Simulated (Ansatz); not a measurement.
Defect migration in bcc Mo: Rh-vacancy pair (Rh on one host Mo site, one Mo site vacant), neutral cell. The step: Rh and the vacancy change places (Rh-vacancy distance between ideal sites 2.74 Å throughout); the atom moves 2.61 Å along (0.48, 0.48, 0.47) of the unit cell; the moving atom starts with neighbours 2 Mo at 2.73, 2 Mo at 2.77, 3 Mo at 2.78, 2 Mo at 3.08, Mo at 3.09, 2 Mo at 3.17, Mo at 3.23 Å and ends with 2 Mo at 2.73, 2 Mo at 2.77, 3 Mo at 2.78, 2 Mo at 3.08, Mo at 3.09, 2 Mo at 3.17, Mo at 3.23 Å. DFT values are from Ansatz (plane-wave PAW, 420 eV unless said) in a cell of 36 host sites, spin-restricted, static, with no finite-size correction. Forms of the defect that were not tried may lie lower. For the PBE band: the saddle point's order was not checked, and it lies on a symmetry element of the cell, where a band can be held.

```csv
Level,Forward barrier (eV),Cost of the band or of the saddle's single point
"CHGNet universal potential (has no charge state), its own band",0.60,-
"PBE, a 2×2×3 k-point mesh shifted by half a step, band relaxed",0.64,about 40 core-minutes (a rough figure)
"PBE, a 3×3×5 k-point mesh shifted by half a step, same geometries",0.71,roughly 5 core-minutes
"r2SCAN at 500 eV, a 2×2×3 k-point mesh shifted by half a step, same geometries",…,very roughly 4 core-minutes
```

Task: Fill in the missing entries.

Result: 
- r2SCAN at 500 eV, a 2×2×3 k-point mesh shifted by half a step, same geometries, Forward barrier (eV): 0.74

Ansatz is a program for electronic structure.
